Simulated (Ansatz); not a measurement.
**TaSi2 (model structure, started from the fluorite type, Fm-3m, No. 225, 3 atoms in the cell): properties by level of theory**

```json
[
 {"level (code)": "PBE (Ansatz)", "lattice parameter a (Å)": "(withheld)", "enthalpy of formation (eV/atom)": "(withheld)"},
 {"level (code)": "PBEsol (Ansatz)", "lattice parameter a (Å)": "5.998", "enthalpy of formation (eV/atom)": "0.392"},
 {"level (code)": "PBE-D3(BJ) (Ansatz)", "lattice parameter a (Å)": "(withheld)", "enthalpy of formation (eV/atom)": "(withheld)"}
]
```

Problem. Fill in the missing entries.

Solution. 
- PBE (Ansatz, a first-principles code), lattice parameter a (Å): 6.060
- PBE (Ansatz), enthalpy of formation (eV/atom): 0.427
- PBE-D3(BJ) (Ansatz), lattice parameter a (Å): 5.991
- PBE-D3(BJ) (Ansatz), enthalpy of formation (eV/atom): 0.419

Ansatz's density-functional and Hartree–Fock values are scalar-relativistic unless marked +SOC, with PAW data made under PBE.

A model structure was made by putting elements into a prototype or built by hand; it is no filed structure, need not be a known phase, and can be a saddle point held by its symmetry.
